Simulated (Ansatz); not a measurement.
The reference is YB2C2 (space group P4/mbm, No. 127; a = 5.3296 Å, c = 3.5045 Å; a cell from a computed database, its experimental status unchecked). Axes: x, y, z lie along a, b, c of the conventional cell.

Computed with DFT with PBEsol, PAW potentials and a 420 eV plane-wave cutoff in Ansatz (a program for electronic structure), no SOC.

Base values:

```
Property                        Result
-----------------------------  -------
Pressure                       0.0 GPa
Band gap                          zero
Shortest interatomic distance  1.519 Å
```

One thing is altered: biaxial strain −1.03 %, plane normal [001], relaxed out of plane (Cartesian); in-plane vectors clamped, the third vector and the atoms free.

Question: Estimate the effect on the pressure.

Answer: The pressure (mean of the normal stresses, compression positive) goes from zero to 5.2 GPa.

Question: Predict the new band gap.

Answer: The band gap is still zero.

Question: Estimate the effect on the shortest interatomic distance.

Answer: The shortest interatomic distance drops by 0.016 Å to 1.503 Å.

Stability against distortions was not tested. The final runs are not spin-polarised.
